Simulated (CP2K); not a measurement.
Band structure of InPd (Pm-3m, 2 atoms in the cell).

```xyz
2
Lattice="3.3311 0.0000 0.0000 0.0000 3.3311 0.0000 0.0000 0.0000 3.3311" Properties=species:S:1:pos:R:3 pbc="T T T"
In     0.0000     0.0000     0.0000
Pd     1.6656     1.6656     1.6656
```

Level of theory: PBE, GPW, TZVP-MOLOPT-SR-GTH basis, GTH-PBE potentials (GTH_POTENTIALS) run with CP2K 2026.2.

Settings: CUTOFF = 500 Ry; REL_CUTOFF = 50 Ry; SMEAR/METHOD = GAUSSIAN; SIGMA = 0.272 eV; KPOINTS/SCHEME = MONKHORST-PACK 10 10 10; GAMMA_CENTERED = T; XC_FUNCTIONAL = PBE; In/BASIS_SET = TZVP-MOLOPT-SR-GTH-q13; In/POTENTIAL = GTH-PBE-q13; Pd/BASIS_SET = TZVP-MOLOPT-SR-GTH-q18; Pd/POTENTIAL = GTH-PBE-q18; METHOD = GPW; EPS_DEFAULT = 1e-10; EXTRAPOLATION = USE_GUESS.

The starting cell comes from a database of computed structures (which also holds hypothetical and non-ambient phases and stackings), without a prior relaxation at this level. Its lattice was rescaled by a random factor within 2.5 % of one. Spin polarisation is off. Values carry the incompleteness of an atom-centred basis.

Levels in eV from the Fermi level, bands 12 to 17:
```tsv
point	12	13	14	15	16	17
Γ	-3.61	-2.20	-2.20	-2.20	4.10	4.10
X	-3.57	-3.09	-3.09	-2.25	-1.11	9.07
M	-2.58	-2.58	-2.18	-2.18	-1.66	1.16
R	-4.60	-1.62	-1.62	-0.37	3.74	3.74
```

Bands cross the Fermi level along this path, so the cell is metallic at this level.

Higher empty bands are left out: an atom-centred basis made for the valence describes them poorly.
